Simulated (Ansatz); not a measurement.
Worked example: self-consistent single point of LaGe₂Pd₂ (I4mm, 5 atoms in the cell) in Ansatz (a quantum-chemistry and plane-wave program)

Method: LDA (PW92), default PAW files made with PBE (plane waves; Ansatz).

Input:

Ansatz 0.2 input:
```yaml
# La(GePd)2
crystal:
  lattice:
    - [-2.188196, 2.188196, 5.036884]
    - [2.188196, -2.188196, 5.036884]
    - [2.188196, 2.188196, -5.036884]
  atoms:
    - { symbol: La, position: [0.004963, 0.004963, 0.000000] }
    - { symbol: Ge, position: [0.624130, 0.624130, 0.000000] }
    - { symbol: Ge, position: [0.375870, 0.375870, 0.000000] }
    - { symbol: Pd, position: [0.250000, 0.750000, 0.500000] }
    - { symbol: Pd, position: [0.750000, 0.250000, 0.500000] }
basis:
  ecutwfc: 420.0 eV
kpoints:
  mp_grid: { grid: [5, 5, 5] }
hamiltonian:
  xc: lda
  pseudopotentials: { kind: paw }
scf:
  occupations: { method: fermi_dirac, width: 0.1 eV }
output:
  forces: true
  eigenvalues: true
  stress: true
```

Output, abridged:

```
WARN ansatz: RAYON_NUM_THREADS=1 ignored (pool sized by the plan → 1); use --threads N
Pseudopotentials: kind: paw
Pseudopotential: La, paw, valence charge 11
Pseudopotential: Ge, paw, valence charge 14
Pseudopotential: Pd, paw, valence charge 18
Crystal: 5 atoms, lattice volume = 96.470 Å³
Basis set: ecut = 420 eV, 1921 PW (Γ)
Bands: 45, of which v1, the nominal top of the filled ones, is band 38 counted from 1 (37 counted from 0)
Symmetry: 8 space group operations
Space group: I4mm (ITA 107), of the structure as read, at distance tolerance 4.6e-5 Å
k-points: 18 of 125 (time reversal used)
PAW frozen core: La, regenerated for the run's functional, and the local potential with it
PAW frozen core: Ge, regenerated for the run's functional, and the local potential with it
PAW frozen core: Pd, regenerated for the run's functional, and the local potential with it
Initial density: superposition of atomic densities (neutral atoms: chi_scale 0, normalization atom), corrected by the library's trained network
Initial wavefunctions: pseudopotential atomic-orbital guess
Eigensolver: davidson
Functional: x = slater, c = lda
SCF iter   1: F=—  HF=-28201.190951 eV  |F-HF|=—  |Δ(HF+E_count)|=         —  Δρ=7.46e-3  dr2=4.42e-2  ethr=1.77e-3  ⟨swp⟩=5.9  Hψ=2773  notcnv=0
all-band conjugate gradients solve this SCF's bands
preconditioner: auto → Kerker (q_TF=auto, 2.616 Å⁻¹)
SCF iter   2: F=—  HF=-28201.182389 eV  |F-HF|=—  |Δ(HF+E_count)|=   8.56e-3  Δρ=2.94e-3  dr2=6.49e-3  ethr=5.89e-5  ⟨swp⟩=2.3  Hψ=1763  notcnv=0
SCF iter   3: F=—  HF=-28201.181480 eV  |F-HF|=—  |Δ(HF+E_count)|=   9.09e-4  Δρ=1.65e-3  dr2=1.88e-3  ethr=8.66e-6  ⟨swp⟩=2.1  Hψ=1094  notcnv=0
SCF iter   4: F=—  HF=-28201.180995 eV  |F-HF|=—  |Δ(HF+E_count)|=   4.85e-4  Δρ=2.24e-4  dr2=8.94e-5  ethr=2.51e-6  ⟨swp⟩=2.0  Hψ=1098  notcnv=0
SCF iter   5: F=—  HF=-28201.180972 eV  |F-HF|=—  |Δ(HF+E_count)|=   2.33e-5  Δρ=7.66e-5  dr2=5.23e-6  ethr=1.19e-7  ⟨swp⟩=2.0  Hψ=1456  notcnv=0
SCF iter   6: F=—  HF=-28201.180969 eV  |F-HF|=—  |Δ(HF+E_count)|=   2.95e-6  Δρ=2.70e-5  dr2=6.78e-7  ethr=6.98e-9  ⟨swp⟩=2.1  Hψ=1364  notcnv=0
SCF iter   7: F=-28201.180969 eV  HF=-28201.180969 eV  |F-HF|=2.60e-8  |Δ(HF+E_count)|=   1.50e-7  Δρ=7.21e-6  dr2=6.85e-8  ethr=1.33e-10  ⟨swp⟩=6.9  Hψ=3630  notcnv=0
SCF 1 converged in 7 iterations: F = -28201.180969 eV  dr2 = 6.85e-8
SCF converged after 7 iterations
Free energy (F): -28201.180969 eV
Harris-Foulkes:  -28201.180969 eV  (|F-HF|=2.60e-8)
Internal energy: -28201.094571 eV  (E = F + TS)
E sigma→0 (E₀):  -28201.137770 eV
Entropy (-TS):   -0.086398 eV (-17.280 meV/atom)
Fermi energy:    14.420919 eV
--- Per-component energies (eV) ---
  E_band       = -623.298780
  E_kinetic    = 1446.453335
  E_local      = -9869.717296  (includes V_loc(G=0)·N_el)
  E_nonlocal   = 1387.855093
  E_hartree    = 4241.760876
  E_xc         = -626.739996
  E_vxc        = -703.823178  (∫ρ·V_xc dr)
  E_paw        = -16373.650086  (= ΣΔE_a)
  E_vpaw       = -1367.591329  (= ΣTr[D̂ρ^β])
  E_aug_tail   = 0.000764  (compensation charges beyond the density's cutoff)
  E_ewald      = -8412.558096
  E_core_change = 5.500836  (= ΣΔE_core)
  E_smearing   = -0.086398  (= −TS)
  E_closure    = 0.000000  (closes the sum)
  Σ components = -28201.180969   (vs F -28201.180969, Δ=0.00e0)
--- Forces (eV/Å), atoms counted from 1 ---
  atom   1  La    -0.00000000     0.00000000    -0.22831140
  atom   2  Ge     0.00000000     0.00000000     0.25716438
  atom   3  Ge    -0.00000000     0.00000000    -0.17282691
  atom   4  Pd    -0.00000000    -0.00000000     0.07203106
  atom   5  Pd     0.00000000     0.00000000     0.07203106
  max |Σ_I F_I| component: 8.82e-5 eV/Å
--- Stress (GPa, compression-positive) ---
       -5.365902      -0.000000      -0.000000
       -0.000000      -5.365902      -0.000000
       -0.000000       0.000000      -4.568177
  P = ⅓ Tr σ = -5.1000 GPa (-51.000 kbar)
  The stress holds the Pulay correction. Without it, at fixed plane waves, as pw.x and ABINIT print it: P = -5.1253 GPa
--- Band table (eV; the first three rows and the last of 18) ---
  k-point 0: bands = ["-70.0689", "-70.0618", "-35.8930", "-35.8930", "-35.8800", "-35.8687", "-35.8363", "-35.8363", "-18.0539", "-10.0213", "-9.9436", "-9.9436", "-9.8768", "-9.8664", "-9.8664", "-9.8658", "-9.8639", "-9.8484", "-9.8224", [...]
  k-point 1: bands = ["-70.0677", "-70.0630", "-35.8954", "-35.8779", "-35.8720", "-35.8706", "-35.8579", "-35.8344", "-18.0458", "-10.0214", "-9.9453", "-9.9447", "-9.8761", "-9.8682", "-9.8667", "-9.8656", "-9.8625", "-9.8493", "-9.8218", [...]
  k-point 2: bands = ["-70.0657", "-70.0650", "-35.9008", "-35.8911", "-35.8746", "-35.8736", "-35.8395", "-35.8298", "-18.0332", "-10.0215", "-9.9497", "-9.9465", "-9.8750", "-9.8708", "-9.8669", "-9.8634", "-9.8607", "-9.8507", "-9.8208", [...]
  k-point 17: bands = ["-70.0682", "-70.0625", "-35.8880", "-35.8877", "-35.8790", "-35.8697", "-35.8419", "-35.8416", "-18.0481", "-10.0219", "-9.9461", "-9.9450", "-9.8782", "-9.8659", "-9.8649", "-9.8631", "-9.8617", "-9.8516", "-9.8210", [...]
```

The run converged in 7 iterations.

The starting cell comes from a database of computed structures (which also holds hypothetical and non-ambient phases and stackings), without a prior relaxation at this level. Its lattice was rescaled by up to half a per cent. One atom was moved a little off its site on purpose. Spin polarisation is off. With a pressure of about -5 GPa the cell is away from its equilibrium volume at this level. Ansatz's pressure includes its estimate of the finite-basis (Pulay) stress.
